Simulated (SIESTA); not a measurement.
# Input and output of a self-consistent single point for MnCo (Pm-3m, 2 atoms in the cell) (SIESTA)

Level of theory: SIESTA 5.4.2 with GGA PBEsol, numerical atomic orbitals TZP, PseudoDojo PBEsol standard norm-conserving potentials (rewritten from UPF to PSML).

The input file:

```
# files in the folder: Mn.psml Co.psml (PseudoDojo PBEsol standard)
SystemName  MnCo
SystemLabel siesta

NumberOfAtoms                2
NumberOfSpecies              2
%block ChemicalSpeciesLabel
  1 25 Mn
  2 27 Co
%endblock ChemicalSpeciesLabel
LatticeConstant              1.0 Ang
%block LatticeVectors
     2.853600000    0.000000000    0.000000000
     0.000000000    2.853600000    0.000000000
     0.000000000    0.000000000    2.853600000
%endblock LatticeVectors
AtomicCoordinatesFormat      ScaledCartesian
%block AtomicCoordinatesAndAtomicSpecies
     0.000000000    0.000000000    0.000000000  1
     1.426800000    1.426800000    1.426800000  2
%endblock AtomicCoordinatesAndAtomicSpecies

XC.functional                GGA
XC.authors                   PBEsol
PAO.BasisSize                TZP
PAO.EnergyShift              0.01 Ry
MeshCutoff                   300 Ry
%block kgrid.MonkhorstPack
   12   0   0  0.0
    0  12   0  0.0
    0   0  12  0.0
%endblock kgrid.MonkhorstPack
OccupationFunction           MP
OccupationMPOrder            0
ElectronicTemperature        3156.43 K
Spin                         polarized
%block DM.InitSpin
  1 +4.00
  2 +3.00
%endblock DM.InitSpin

MaxSCFIterations             150
SCF.Mixer.Method             Broyden
SCF.Mixer.Weight             0.1
SCF.Mixer.History            6
SCF.DM.Tolerance             1.0E-05
Diag.ParallelOverK           true
WriteForces                  true
Charge.Mulliken              end
```

Output, abridged:

```
reinit: Reading from file input.fdf

reinit: System Name: MnCo
reinit: System Label: siesta

NOTE on units for spin output:
{S} is the spin magnetic moment, in units of the Bohr magneton,
assuming a g-factor for the electron spin of exactly 2.
The spin magnetic moment is then numerically equal to the charge inbalance,
in units of electrons, between the spin-up and -down channels.

coor:   Atomic-coordinates input format  =     Cartesian coordinates
coor:                                          (in units of alat)

siesta: Atomic coordinates (Bohr) and species
siesta:      0.00000   0.00000   0.00000  1        1
siesta:      2.69626   2.69626   2.69626  2        2

siesta: System type = bulk

initatomlists: Number of atoms, orbitals, and projectors:      2    50    36

siesta: ******************** Simulation parameters ****************************
redata: Spin configuration                          = collinear
redata: Time-Reversal Symmetry                      = T
redata: Number of Atomic Species                    =        2
redata: Mesh Cutoff                                 =   300.0000 Ry
redata: Net charge of the system                    =     0.0000 |e|
redata: Min. number of SCF Iter                     =        0
redata: Max. number of SCF Iter                     =      150
redata: SCF convergence failure will abort job
redata: SCF mix quantity                            = Hamiltonian
redata: Mix DM or H after convergence               =   F
redata: Recompute H after scf cycle                 =   F
redata: Mix DM in first SCF step                    =   T
redata: No kicks to SCF
redata: DM Mixing Weight for Kicks                  =     0.5000
redata: Require Harris convergence for SCF          =   F
redata: Harris energy tolerance for SCF             =     0.000100 eV
redata: Require DM convergence for SCF              =   T
redata: DM tolerance for SCF                        =     0.000010
   [... lines left out ...]
diag: Used triangular part                          = Lower
diag: Absolute tolerance                            =  0.100E-15
diag: Orthogonalization factor                      =  0.100E-05
diag: Memory factor                                 =  1.0000

superc: Internal auxiliary supercell:     5 x     5 x     5  =     125
superc: Number of atoms, orbitals, and projectors:    250   6250   4500

                        Single-point calculation

superc: Internal auxiliary supercell:     5 x     5 x     5  =     125
superc: Number of atoms, orbitals, and projectors:    250   6250   4500

outcell: Unit cell vectors (Ang):
        2.853600    0.000000    0.000000
        0.000000    2.853600    0.000000
        0.000000    0.000000    2.853600

outcell: Cell vector modules (Ang)   :    2.853600    2.853600    2.853600
outcell: Cell angles (23,13,12) (deg):     90.0000     90.0000     90.0000
outcell: Cell volume (Ang**3)        :     23.2370
new_DM -- step:     1
Initializing Density Matrix...

Attempting to read DM from file... Failed...
DM filled with atomic data (user-defined):

InitMesh: MESH = 30 x 30 x 30 = 27000
InitMesh: Mesh cutoff (required, used) =   300.000   305.463 Ry

stepf: Methfessel-Paxton step function
       Using Hermite-Gauss polynomials of order  0
        iscf     Eharris(eV)        E_KS(eV)     FreeEng(eV)     dDmax    Ef(eV) dHmax(eV)
   scf:    1    -7087.948129    -7109.541652    -7109.625161  1.361950 -1.956629 15.394211
     spin moment: {S} , |S| = {        0.0        0.0    4.51269 }     4.51269
   scf:    2    -7115.331993    -7113.131899    -7113.223038  0.197660 -2.700271 11.117399
     spin moment: {S} , |S| = {        0.0        0.0    4.34599 }     4.34599
   scf:    3    -7116.352456    -7115.351046    -7115.439232  0.181420 -3.547444  7.612233
     spin moment: {S} , |S| = {        0.0        0.0    4.60970 }     4.60970
   scf:    4    -7116.771447    -7116.725231    -7116.819049  0.199357 -4.598450  1.386516
     spin moment: {S} , |S| = {        0.0        0.0    4.58356 }     4.58356
   scf:    5    -7116.464968    -7116.688642    -7116.779698  0.072059 -4.235032  2.329965
     spin moment: {S} , |S| = {        0.0        0.0    4.40129 }     4.40129
   scf:    6    -7116.915485    -7116.835834    -7116.900764  0.088001 -4.480990  1.511748
   [... lines left out ...]
   scf:   20    -7116.909818    -7116.909810    -7116.973363  0.000028 -4.409293  0.000936
     spin moment: {S} , |S| = {        0.0        0.0    4.02952 }     4.02952
   scf:   21    -7116.909825    -7116.909817    -7116.973363  0.000027 -4.409209  0.000754
     spin moment: {S} , |S| = {        0.0        0.0    4.02947 }     4.02947
   scf:   22    -7116.909831    -7116.909824    -7116.973363  0.000026 -4.409142  0.000593
     spin moment: {S} , |S| = {        0.0        0.0    4.02944 }     4.02944
   scf:   23    -7116.909835    -7116.909830    -7116.973363  0.000018 -4.409078  0.000466
     spin moment: {S} , |S| = {        0.0        0.0    4.02941 }     4.02941
   scf:   24    -7116.909837    -7116.909833    -7116.973363  0.000012 -4.409030  0.000371
     spin moment: {S} , |S| = {        0.0        0.0    4.02938 }     4.02938
   scf:   25    -7116.909839    -7116.909836    -7116.973363  0.000008 -4.408996  0.000308
     spin moment: {S} , |S| = {        0.0        0.0    4.02936 }     4.02936
SCF Convergence by DM+H criterion
max |DM_out - DM_in|         :     0.0000084800
max |H_out - H_in|      (eV) :     0.0003078035
SCF cycle converged after 25 iterations

Using DM_out to compute the final energy and forces

siesta: E_KS(eV) =            -7116.9098

siesta: E_KS - E_eggbox =     -7116.9098

siesta: Atomic forces (eV/Ang):
     1   -0.000000    0.000000    0.000000
     2    0.000000    0.000000   -0.000000
   Tot   -0.000000    0.000000    0.000000
   Max    0.000000
   Res    0.000000    sqrt( Sum f_i^2 / 3N )
   Max    0.000000    constrained

Stress tensor Voigt[x,y,z,yz,xz,xy] (kbar):      145.55      145.55      145.55        0.00       -0.00       -0.00
(Free)E + p*V (eV/cell)    -7119.0843
Target enthalpy (eV/cell)    -7116.9734

siesta: Program's energy decomposition (eV):
siesta: Ebs     =     -1156.562996
siesta: Eions   =      9101.161509
siesta: Ena     =       736.064186
siesta: Ekin    =      3155.606744
siesta: Enl     =      -717.996086
siesta: Eso     =         0.000000
siesta: Edftu   =         0.000000
siesta: DEna    =        59.569875
siesta: DUscf   =         1.501342
siesta: DUext   =         0.000000
siesta: Ex      =     -1183.351221
siesta: Ec      =       -67.143166
siesta: Exc     =     -1250.494387
siesta: Eharris =     -7116.909839
siesta: Etot    =     -7116.909836
siesta: FreeEng =     -7116.973363

siesta: Stress tensor (static) (eV/Ang**3):
siesta:     0.090844   -0.000000   -0.000000
siesta:    -0.000000    0.090844    0.000000
siesta:    -0.000000    0.000000    0.090844

siesta: Cell volume =         23.236959 Ang**3

siesta: Pressure (static):
siesta:                Solid            Molecule  Units
siesta:          -0.00098941         -0.00098941  Ry/Bohr**3
siesta:          -0.09084370         -0.09084370  eV/Ang**3
siesta:        -145.54764748       -145.54764748  kBar

mulliken: Atomic and Orbital Populations:

mulliken: Spin UP

Species: Mn
Atom  Qatom  Qorb
               3s      4s      4s      4s      3py     3pz     3px     4py
               4pz     4px     3dxy    3dyz    3dz2    3dxz    3dx2-y2 3dxy
   [... lines left out ...]

              0.026

mulliken: Qtot =       18.015

mulliken: Spin DOWN

Species: Mn
Atom  Qatom  Qorb
               3s      4s      4s      4s      3py     3pz     3px     4py
               4pz     4px     3dxy    3dyz    3dz2    3dxz    3dx2-y2 3dxy
               3dyz    3dz2    3dxz    3dx2-y2 3dxy    3dyz    3dz2    3dxz
               3dx2-y2
   1  6.033   0.951   0.518  -0.454   0.336   1.001   1.001   1.001   0.150
              0.150   0.150   0.341   0.341   0.204   0.341   0.204  -0.061

             -0.061  -0.047  -0.061  -0.047   0.012   0.012   0.021   0.012

              0.021

Species: Co
Atom  Qatom  Qorb
               3s      4s      4s      4s      3py     3pz     3px     4py
               4pz     4px     3dxy    3dyz    3dz2    3dxz    3dx2-y2 3dxy
               3dyz    3dz2    3dxz    3dx2-y2 3dxy    3dyz    3dz2    3dxz
               3dx2-y2
   2  7.952   0.956   0.445  -0.384   0.308   1.003   1.003   1.003   0.186
              0.186   0.186   0.799   0.799   0.494   0.799   0.494  -0.092

             -0.092  -0.057  -0.092  -0.057   0.040   0.040  -0.027   0.040

             -0.027

mulliken: Qtot =       13.985

Mulliken Atomic Populations:
Atom #   charge [q] valence [e]      Sz [e]  Species
     1     0.032685   14.967315    2.901402  Mn
     2    -0.032685   17.032685    1.127963  Co
 Total     0.000000                4.029365
```

The run converged in 25 iterations.

The starting cell comes from a database of computed structures (which also holds hypothetical and non-ambient phases and stackings), without a prior relaxation at this level. The magnetic order is the one reached from the typed start; others were not searched systematically. Values carry the incompleteness of an atom-centred basis. With a pressure of about -15 GPa the cell is away from its equilibrium volume at this level.

Cost on one core of a shared machine: roughly 6 min.
